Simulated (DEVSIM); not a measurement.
Device: Co/Al2O3/SiO2/p-Si capacitor, at 300 K.

```
layer (left to right)  material  thickness (nm)  Na (cm⁻³)
---------------------  --------  --------------  ---------
1                         Al2O3            2.10          -
2                          SiO2           0.830          -
3                            Si             990     3.4e17
```

Metal gate on the left, work function 5 eV. Fixed charge at the semiconductor interface 0 cm⁻² (in units of +e); no interface traps.

Constants are typed, rounded textbook-type inputs, not results; the design itself was drawn at random and stands for no fabricated device. Values at 300 K; Nc and Nv go as T^1.5, mobilities as T to minus their exponent, the gap by Varshni's rule with the affinity fixed.

```
parameter         Al2O3  SiO2        Si
----------------  -----  ----  --------
gap (eV)            6.8     9     1.124
affinity (eV)      1.35   0.9      4.05
permittivity          9   3.9      11.7
Nc (cm⁻³)             -     -   2.86e19
Nv (cm⁻³)             -     -    3.1e19
Varshni α (eV/K)      -     -  0.000473
Varshni β (K)         -     -       636
```

DEVSIM, 1D Poisson equation in equilibrium, Boltzmann statistics, complete ionisation; no quantum confinement or tunnelling. Metal contacts follow the ideal Schottky-Mott rule: no Fermi-level pinning, no interface dipoles.

The temperature was swept, all else fixed.

```csv
temperature (K),threshold voltage (band bending 2φF) (V),minimum of the low-frequency capacitance (μF/cm²),flat-band voltage (V)
250,…,…,-0.09
300,0.99,0.180,-0.06
350,0.96,0.190,-0.02
400,0.93,0.200,0.02
450,0.89,0.219,0.07
500,0.86,0.234,0.11
```

Fill in the missing entries.


- 250, threshold voltage (band bending 2φF) (V): 1.02
- 250, minimum of the low-frequency capacitance (μF/cm²): 0.170
